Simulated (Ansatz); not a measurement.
**A constructed model of the (111) surface of fcc Rh, a pseudomorphic layer of In in the host's stacking (bottom of the slab: a bare face, its two planes held)**

All values below come from PBE (plane waves to 420 eV, PAW; Ansatz, a program for electronic structure).

Set-up: 7 atoms, 13.6 Å thick at the start with caps and adatoms (thin: gaps and levels are the slab's own); mesh 16x16x1; 0.1 eV smearing; dipole correction on; 2 atoms held, the rest relaxed; symmetry of the start imposed; no spin, no spin-orbit, no U. In PBE it lies 0.01 eV a 1x1 cell over the lowest computed structure of the same composition (a pseudomorphic layer of In in the other hollow).

```
Quantity                                             Result
-----------------------------  ----------------------------
work function of the top face                       3.68 eV
energy released by relaxation                      0.006 eV
cost                           very roughly 90 core-seconds
```
